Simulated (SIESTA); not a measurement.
**A self-consistent single point of ZnS (P6_3mc, 8 atoms in the cell) with SIESTA**

Level of theory: GGA PBE, numerical atomic orbitals DZP, PseudoDojo PBE standard norm-conserving potentials (rewritten from UPF to PSML) (SIESTA 5.4.2).

Input as run:

```
# files in the folder: Zn.psml S.psml (PseudoDojo PBE standard)
SystemName  ZnS
SystemLabel zns

NumberOfAtoms                8
NumberOfSpecies              2
%block ChemicalSpeciesLabel
  1 30 Zn
  2 16 S
%endblock ChemicalSpeciesLabel
LatticeConstant              1.0 Ang
%block LatticeVectors
     3.808950000    0.000000000    0.000000000
    -1.904475000    3.298647000    0.000000000
     0.000000000    0.000000000   12.452600000
%endblock LatticeVectors
AtomicCoordinatesFormat      ScaledCartesian
%block AtomicCoordinatesAndAtomicSpecies
     1.904476904    1.099547900    9.338578318  1
    -0.000001904    2.199099100    3.112278318  1
     0.000000000    0.000000000    6.226300000  1
     0.000000000    0.000000000    0.000000000  1
     1.904476904    1.099547900   11.677176598  2
    -0.000001904    2.199099100    5.450876598  2
     0.000000000    0.000000000    8.559170084  2
     0.000000000    0.000000000    2.332870084  2
%endblock AtomicCoordinatesAndAtomicSpecies

XC.functional                GGA
XC.authors                   PBE
PAO.BasisSize                DZP
PAO.EnergyShift              0.01 Ry
MeshCutoff                   350 Ry
%block kgrid.MonkhorstPack
    7   0   0  0.0
    0   7   0  0.0
    0   0   2  0.0
%endblock kgrid.MonkhorstPack
OccupationFunction           FD
ElectronicTemperature        10 K

MaxSCFIterations             150
SCF.Mixer.Method             Pulay
SCF.Mixer.Weight             0.25
SCF.Mixer.History            8
SCF.DM.Tolerance             1.0E-05
Diag.ParallelOverK           true
WriteForces                  true
Charge.Mulliken              end
```

Output, abridged:

```
reinit: Reading from file input.fdf

reinit: System Name: ZnS
reinit: System Label: zns

coor:   Atomic-coordinates input format  =     Cartesian coordinates
coor:                                          (in units of alat)

siesta: Atomic coordinates (Bohr) and species
siesta:      3.59894   2.07784  17.64736  1        1
siesta:     -0.00000   4.15570   5.88135  1        2
siesta:      0.00000   0.00000  11.76600  1        3
siesta:      0.00000   0.00000   0.00000  1        4
siesta:      3.59894   2.07784  22.06667  2        5
siesta:     -0.00000   4.15570  10.30066  2        6
siesta:      0.00000   0.00000  16.17449  2        7
siesta:      0.00000   0.00000   4.40849  2        8

siesta: System type = bulk

initatomlists: Number of atoms, orbitals, and projectors:      8   128   144

siesta: ******************** Simulation parameters ****************************
redata: Spin configuration                          = none
redata: Time-Reversal Symmetry                      = T
redata: Number of Atomic Species                    =        2
redata: Mesh Cutoff                                 =   350.0000 Ry
redata: Net charge of the system                    =     0.0000 |e|
redata: Min. number of SCF Iter                     =        0
redata: Max. number of SCF Iter                     =      150
redata: SCF convergence failure will abort job
redata: SCF mix quantity                            = Hamiltonian
redata: Mix DM or H after convergence               =   F
redata: Recompute H after scf cycle                 =   F
redata: Mix DM in first SCF step                    =   T
redata: No kicks to SCF
redata: DM Mixing Weight for Kicks                  =     0.5000
redata: Require Harris convergence for SCF          =   F
redata: Harris energy tolerance for SCF             =     0.000100 eV
redata: Require DM convergence for SCF              =   T
   [... lines left out ...]
diag: Parallel distribution                         =     1 x     1
diag: Used triangular part                          = Lower
diag: Absolute tolerance                            =  0.100E-15
diag: Orthogonalization factor                      =  0.100E-05
diag: Memory factor                                 =  1.0000

superc: Internal auxiliary supercell:     5 x     5 x     3  =      75
superc: Number of atoms, orbitals, and projectors:    600   9600  10800

                        Single-point calculation

superc: Internal auxiliary supercell:     5 x     5 x     3  =      75
superc: Number of atoms, orbitals, and projectors:    600   9600  10800

outcell: Unit cell vectors (Ang):
        3.808950    0.000000    0.000000
       -1.904475    3.298647    0.000000
        0.000000    0.000000   12.452600

outcell: Cell vector modules (Ang)   :    3.808950    3.808950   12.452600
outcell: Cell angles (23,13,12) (deg):     90.0000     90.0000    120.0000
outcell: Cell volume (Ang**3)        :    156.4592
new_DM -- step:     1
Initializing Density Matrix...

Attempting to read DM from file... Failed...
DM filled with atomic data:

InitMesh: MESH = 40 x 40 x 144 = 230400
InitMesh: Mesh cutoff (required, used) =   350.000   369.579 Ry

stepf: Fermi-Dirac step function
        iscf     Eharris(eV)        E_KS(eV)     FreeEng(eV)     dDmax    Ef(eV) dHmax(eV)
   scf:    1   -23724.157329   -23869.623660   -23869.623682  0.986195  0.222429 35.035196
   scf:    2   -23985.285292   -23944.876660   -23944.876660  0.514402 -2.432494  6.706873
   scf:    3   -23947.999344   -23946.728161   -23946.728161  0.117450 -1.711738  2.195176
   scf:    4   -23946.415519   -23946.578337   -23946.578337  0.018173 -1.560104  2.932044
   scf:    5   -23946.993081   -23946.893430   -23946.893430  0.074142 -0.847043  0.380535
   scf:    6   -23946.901603   -23946.897871   -23946.897871  0.005221 -0.813226  0.201586
   scf:    7   -23946.900670   -23946.899615   -23946.899615  0.005315 -2.305035  0.027347
   scf:    8   -23946.899666   -23946.899650   -23946.899650  0.000833 -2.300310  0.001520
   scf:    9   -23946.899649   -23946.899650   -23946.899650  0.000145 -2.301235  0.002735
   scf:   10   -23946.899650   -23946.899650   -23946.899650  0.000111 -2.300555  0.001077
   scf:   11   -23946.899650   -23946.899650   -23946.899650  0.000027 -2.300724  0.000174
   scf:   12   -23946.899650   -23946.899650   -23946.899650  0.000005 -2.300753  0.000025
SCF Convergence by DM+H criterion
max |DM_out - DM_in|         :     0.0000049224
max |H_out - H_in|      (eV) :     0.0000248862
SCF cycle converged after 12 iterations

Using DM_out to compute the final energy and forces

siesta: E_KS(eV) =           -23946.8997

siesta: E_KS - E_eggbox =    -23946.8997

siesta: Atomic forces (eV/Ang):
     1   -0.000082    0.000048   -0.023135
     2    0.000082   -0.000048   -0.023135
     3   -0.000034    0.000019    0.016015
     4    0.000034   -0.000019    0.016015
     5   -0.000047    0.000026   -0.016926
     6    0.000047   -0.000026   -0.016926
     7    0.000034   -0.000019    0.025716
     8   -0.000034    0.000019    0.025716
   Tot    0.000000   -0.000000    0.003339
   Max    0.025716
   Res    0.012040    sqrt( Sum f_i^2 / 3N )
   Max    0.025716    constrained

Stress tensor Voigt[x,y,z,yz,xz,xy] (kbar):       -7.68       -7.50       -8.30        0.00        0.00        0.15
(Free)E + p*V (eV/cell)   -23946.1352
Target enthalpy (eV/cell)   -23946.8997

siesta: Program's energy decomposition (eV):
siesta: Ebs     =     -3669.913405
siesta: Eions   =     28155.398382
siesta: Ena     =      1433.484106
siesta: Ekin    =     10519.910038
siesta: Enl     =     -5092.647777
siesta: Eso     =         0.000000
siesta: Edftu   =         0.000000
siesta: DEna    =       126.942882
siesta: DUscf   =        15.124248
siesta: DUext   =         0.000000
siesta: Ex      =     -2635.508554
siesta: Ec      =      -158.806212
siesta: Exc     =     -2794.314765
siesta: Eharris =    -23946.899650
siesta: Etot    =    -23946.899650
siesta: FreeEng =    -23946.899650

siesta: Stress tensor (static) (eV/Ang**3):
siesta:    -0.004795    0.000096    0.000000
siesta:     0.000096   -0.004684    0.000000
siesta:     0.000000    0.000000   -0.005179

siesta: Cell volume =        156.459217 Ang**3

siesta: Pressure (static):
siesta:                Solid            Molecule  Units
siesta:           0.00005322          0.00005827  Ry/Bohr**3
siesta:           0.00488598          0.00535037  eV/Ang**3
siesta:           7.82820992          8.57224032  kBar

mulliken: Atomic and Orbital Populations:

   [... lines left out ...]
              0.320   1.903   1.910   1.894   1.910   1.903   0.069   0.063

              0.077   0.063   0.069
   4 19.562   2.000   1.055  -0.317   2.004   2.004   2.004   0.320   0.313
              0.320   1.903   1.910   1.894   1.910   1.903   0.069   0.063

              0.077   0.063   0.069

Species: S
Atom  Qatom  Qorb
               3s      3s      3py     3pz     3px     3py     3pz     3px
               3Pdxy   3Pdyz   3Pdz2   3Pdxz   3Pdx2-y2
   5  6.434   1.583   0.112   1.590   1.583   1.590  -0.056  -0.054  -0.056
              0.029   0.026   0.033   0.026   0.029
   6  6.434   1.583   0.112   1.590   1.583   1.590  -0.056  -0.054  -0.056
              0.029   0.026   0.033   0.026   0.029
   7  6.418   1.594   0.106   1.575   1.564   1.575  -0.048  -0.043  -0.048
              0.029   0.026   0.033   0.026   0.029
   8  6.418   1.594   0.106   1.575   1.564   1.575  -0.048  -0.043  -0.048
              0.029   0.026   0.033   0.026   0.029

mulliken: Qtot =      104.000

Mulliken Atomic Populations:
Atom #   charge [q] valence [e]  Species
     1     0.413905   19.586095  Zn
     2     0.413905   19.586095  Zn
     3     0.437955   19.562045  Zn
     4     0.437955   19.562045  Zn
     5    -0.433701    6.433701  S
     6    -0.433701    6.433701  S
     7    -0.418159    6.418159  S
     8    -0.418159    6.418159  S
 Total    -0.000000
```

The run converged in 12 iterations.

The starting cell comes from a database of computed structures (which also holds hypothetical and non-ambient phases and stackings), without a prior relaxation at this level. Values carry the incompleteness of an atom-centred basis.
